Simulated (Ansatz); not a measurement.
# A computed series for V3Si: response to strain

Start from V₃Si in the A15 (Cr3Si type) structure (space group Pm-3n, No. 223; a = 4.6495 Å). Axes: x, y, z lie along the cube axes.

Strains are applied to the cell and any free atomic positions relax; under biaxial strain the out-of-plane vector relaxes too.

Method: PBEsol/PAW in Ansatz (a program for electronic structure), without spin-orbit coupling.

Notes on the quantities. energy relative to the base: free energy F; pressure: mean of the normal stresses, compression positive.

| variant | volume per atom | energy relative to the base | pressure |
|---|---|---|---|
| base | 12.56 Å³ | 0 meV/atom | 0.0 GPa |
| biaxial strain −1.79 %, plane normal [001], relaxed out of plane | 12.38 Å³ | +5.5 meV/atom | 3.3 GPa |
| biaxial strain −1.25 %, plane normal [110], relaxed out of plane | 12.41 Å³ | +3.8 meV/atom | 2.8 GPa |
| isotropic strain −3.53 % | 11.28 Å³ | +101 meV/atom | 27.7 GPa |
| isotropic strain +4.11 % | 14.18 Å³ | +109 meV/atom | -19.6 GPa |
| uniaxial strain ε_zz = −1.10 % | 12.43 Å³ | +1.2 meV/atom | 2.4 GPa |
| tensor shear ε_yz = −0.51 % | 12.56 Å³ | +0.3 meV/atom | 0.0 GPa |

Without a gap, meshes like the base's 10×10×10 leave anisotropic stresses uncertain by several tenths of a GPa, and small strain energies with them. No phonon test of stability was made. Starting moments died away, wholly or in part, for the base; another magnetic solution may exist. The final runs are not spin-polarised.
